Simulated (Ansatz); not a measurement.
# A constructed model of the (111) surface of fcc Au, a pseudomorphic layer of Re in the other hollow (bottom of the slab: a bare face, its two planes held)

All values below come from PBE (plane waves to 420 eV, PAW; Ansatz, a first-principles code).

Model: 7-atom slab, 14.5 Å thick at the start, 15x15x1 mesh, Fermi-Dirac 0.1 eV, dipole correction, 2 atoms held, the rest relaxed; start symmetry kept, larger cells not searched; no spin, no spin-orbit, no U. In PBE it lies 0.03 eV a 1x1 cell over the lowest computed structure of the same composition (a pseudomorphic layer of Re in the host's stacking).

```
Property                                                         Value
-----------------------------  ---------------------------------------
work function of the top face                                  5.60 eV
energy released by relaxation                                  0.15 eV
cost                           about 2.2 core-minutes (a rough figure)
```
